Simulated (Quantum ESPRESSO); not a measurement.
## Converging the plane-wave cutoff: NiTe2 (P3m1, 3 atoms in the cell)

```xyz
3
Lattice="3.8867 0.0000 0.0000 -1.9434 3.3660 0.0000 0.0000 0.0000 5.3887" Properties=species:S:1:pos:R:3 pbc="T T T"
Ni     0.0000     0.0000     0.0500
Te     0.0000     2.2440     1.3036
Te     1.9434     1.1220     4.0850
```

Method: PBEsol, PSlibrary ultrasoft (PBE) pseudopotentials (plane waves; Quantum ESPRESSO).

Base settings: ecutwfc = 50 Ry; ecutrho = 300 Ry; occupations = smearing; smearing = gauss; degauss = 0.0073499 Ry; input_dft = pbesol; potentials = {Ni: Ni.pbe-n-rrkjus_psl.1.0.0.UPF, Te: Te.pbe-n-rrkjus_psl.1.0.0.UPF}; K_POINTS = automatic 4 4 2 0 0 0; conv_thr = 1e-10 Ry; mixing_beta = 0.3.

Moved along: ecutrho.

The second cell is the first with its lattice scaled by 0.98.

The mesh stays at the base's, so the ladder's end is converged at best in this setting alone.

Only quantities that move along the ladder and can be compared are tabulated.

The count of work is k-points × plane waves × bands × iterations; it is no time. 

The starting cell comes from a database of computed structures (which also holds hypothetical and non-ambient phases and stackings), without a prior relaxation at this level. Its lattice was rescaled by up to half a per cent. One atom was moved a little off its site on purpose. Spin polarisation is off, so a magnetic state, if there is one, cannot be reached. Without a gap this mesh is coarse (it stands for a supercell whose shortest vector is 11 Å).

| ecutwfc | free energy less the last step's (meV/atom) | energy of the compressed cell less the first (meV/atom) | pressure (GPa) | largest difference of a force vector from the last step's (eV/Å) | count of work / last |
|---|---|---|---|---|---|
| 17.5 Ry | 5195.42 | -24.27 | -141.32 | 0.309 | 0.059 |
| 20 Ry | 2247.62 | 55.23 | -74.95 | 0.170 | 0.065 |
| 22 Ry | 1127.57 | -13.21 | -44.60 | 0.095 | 0.074 |
| 25 Ry | 349.68 | 4.04 | -18.86 | 0.034 | 0.084 |
| 28 Ry | 104.02 | -3.34 | -8.07 | 0.007 | 0.11 |
| 30 Ry | 48.63 | -0.93 | -4.75 | 0.001 | 0.12 |
| 35 Ry | 25.46 | -0.04 | -2.59 | 0.004 | 0.15 |
| 40 Ry | 22.20 | -0.21 | -2.84 | 0.002 | 0.18 |
| 45 Ry | 12.80 | -0.19 | -2.97 | 0.001 | 0.23 |
| 50 Ry | 5.55 | -0.36 | -2.81 | 0.001 | 0.29 |
| 60 Ry | 2.45 | -0.32 | -2.59 | 0.000 | 0.33 |
| 75 Ry | 1.09 | -0.33 | -2.63 | 0.000 | 0.49 |
| 100 Ry | 0.26 | -0.35 | -2.60 | 0.000 | 0.71 |
| 120 Ry | 0.00 | -0.35 | -2.60 | 0.000 | 1.0 |

Coarsest ecutwfc that holds the free energy within 1 meV/atom of the last step, with all finer ones: 100 Ry; the step before is off by 1.1 meV/atom.

Coarsest ecutwfc that holds the energy of the compressed cell less the first within 0.2 meV/atom of the last step, with all finer ones: 40 Ry, at 0.18 of the last step's count of work; the step before is off by 0.31 meV/atom.

Coarsest ecutwfc that holds the pressure within 1 GPa of the last step, with all finer ones: 35 Ry, at 0.15 of the last step's count of work; the step before is off by 2.1 GPa.

The energy difference between the two cells stays within 1 meV/atom of the last step's from 30 Ry on, the total only from 100 Ry on: much of the error is common to both cells and cancels.

At the lowest cutoff the pressure lies 139 GPa under the last step's, the usual sign of Pulay stress in an incomplete plane-wave basis.
